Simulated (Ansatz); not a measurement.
Take LaAl2 in the cubic Laves (MgCu2 type) structure (space group Fd-3m, No. 227; a = 8.059 Å; a cell from a computed database, its experimental status unchecked) as the base. Axes: x, y, z lie along the cube axes.

Computed with PBEsol/PAW in Ansatz (an electronic-structure program), no spin-orbit coupling.

Base values:

The shortest interatomic distance comes out as 2.849 Å.

Perturbation: strain tensor (xx, yy, zz, yz, xz, xy) = (+0.12, −0.17, +0.65, −1.65, +0.56, −0.17) %, atoms relaxed at fixed cell.

Task: What does the calculation give for the largest internal atomic displacement after the change?

Result: The largest internal atomic displacement is 0.015 Å.

Task: How does this affect the energy relative to the base?

Result: The energy grows by 4.0 meV/atom.

Task: What happens to the shortest interatomic distance?

Result: The shortest interatomic distance drops by 0.040 Å, from 2.849 Å to 2.809 Å.

Without a gap, meshes like the base's 10×10×10 leave anisotropic stresses uncertain by several tenths of a GPa, and small strain energies with them. No phonon test of stability was made.
